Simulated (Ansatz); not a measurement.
A working Ansatz (a program for electronic structure) input for NdTl (Pm-3m, 2 atoms in the cell) (DFT, PBEsol, plane waves, default PAW files made with PBE):

Ansatz 0.2 input:
```yaml
crystal:
  lattice:
    - [3.88660000, 0.00000000, 0.00000000]
    - [0.00000000, 3.88660000, 0.00000000]
    - [0.00000000, 0.00000000, 3.88660000]
  atoms:
    - { symbol: Nd, position: [0.00000000, 0.00000000, 0.00000000], spin: 3.0 }
    - { symbol: Tl, position: [0.50000000, 0.50000000, 0.50000000] }
kpoints:
  mp_grid:
    grid: [11, 11, 11]
hamiltonian:
  xc: pbesol
  pseudopotentials:
    kind: paw
magnetization:
  spin_polarized: true
scf:
  occupations:
    method: fermi_dirac
    width: 0.136 eV
output:
  forces: true
  eigenvalues: true
  stress: true
```

The run converged in 19 iterations: free energy E − TS (on the zero of these files) -18532.2908 eV; Fermi level (on the code's own zero) 12.14 eV; pressure -1.14 GPa; size of the cell's spin moment 3.82 μB. Each of these slips is then made, one at a time:

(1)
```diff
-    - { symbol: Nd, position: [0.00000000, 0.00000000, 0.00000000], spin: 3.0 }
+    - { element: Nd, position: [0.00000000, 0.00000000, 0.00000000], spin: 3.0 }
```

(2)
```diff
+  max_iter: 40
+  convergence:
+    dr2_threshold: 1.0e-22 eV
```

(3)
```diff
+  convergence:
+    dr2_threshold: 1.0e-02 eV
```

**Question.** Predict the outcome of each change.

**Answer.** 
(1) A keyword that the program does not know. The program stopped before any SCF iteration.
```
Error: YAML parse error: error: line 7 column 9: unknown field `element`, expected one of symbol, position, position_ang, spin, spin_axis, wyckoff
 --> <input>:7:9
  |
5 |     - [0.00000000, 0.00000000, 3.88660000]
6 |   atoms:
7 |     - { element: Nd, position: [0.00000000, 0.00000000, 0.00000000], spin…
  |         ^ unknown field `element`, expe [...]
```

(2) A threshold far tighter than needed, beside a limit on iterations. The run ended unconverged after 40 iterations.
```
did not converge after 40 iterations: dr2 = 6.23e-20 (threshold 1.00e-22), under the density mixer `msr1`, which `scf.mixing.algorithm: auto` chose by the deck's other keys (type `scf.mixing.algorithm: msr1` to keep it); raise `scf.max_iter`, which need not help a stalled SCF, or adjust the mixing (`scf.mixing`) or, under a smearing, its width (`sc [...]
```

(3) A convergence threshold that is too loose. The run converged in 11 iterations, and against the sound input the free energy hardly moves (within 1 meV/atom), the pressure moves little (-1.14 to -1.09 GPa) and the size of the net moment moves little (1.91 to 1.92 μB/atom).

The starting cell comes from a database of computed structures (which also holds hypothetical and non-ambient phases and stackings), without a prior relaxation at this level. With one magnetic atom in the cell only a parallel order is possible. With U or open f shells several self-consistent states can exist. The f electrons are in the valence without U or exact exchange, which can misplace them near the Fermi level. Spin-orbit terms, which matter for f shells, are left out. Ansatz's pressure includes its estimate of the finite-basis (Pulay) stress.

Left out of this page: 3 runs of the series with a known weakness of the program; 1 run of the series stopped by limits of time or memory.
